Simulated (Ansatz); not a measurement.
The parent structure is CdTe in the zinc blende structure (space group F-43m, No. 216; a = 6.489 Å).

Calculations: Kohn–Sham DFT with the PBEsol functional, run in Ansatz (a quantum-chemistry and plane-wave program) with PAW and 420 eV plane waves, scalar-relativistic without spin-orbit coupling.

Base values:

The electron mass is 0.055 mₑ (at Γ). The valley order comes out as Γ 0.65 eV; L along ⟨111⟩ 1.74 eV and the density comes out as 5.84 g/cm³.

Now apply this change: a hydrostatic pressure of 9 GPa.

Problem. Estimate the effect on the electron mass, valley order and density.

Solution. The electron mass becomes 0.080 mₑ (at Γ) (base: 0.055 mₑ (at Γ)); the valley order (the lowest conduction-band minima on the path, energy above the VBM, named in the base's zone) becomes Γ 1.10 eV; L along ⟨111⟩ 1.86 eV; X along ⟨100⟩ 2.13 eV (base: Γ 0.65 eV; L along ⟨111⟩ 1.74 eV); the density goes up by 0.95 g/cm³ (5.84 g/cm³ → 6.79 g/cm³).

Spin-orbit coupling, missing from the scalar runs, can matter with Te. The levels and masses belong to the bands next to the band gap. Load acts through the strain it causes; cell and atoms are relaxed under it. Effective masses come from finite differences of ±0.01 Å⁻¹. No phonon test of stability was made. Measured, CdTe leaves this structure (for cinnabar) near 3.53 GPa (temperature not stated; as listed in Datta, Sujoy, Jana, Debnarayan, arXiv (2020)), on rising pressure, with hysteresis.
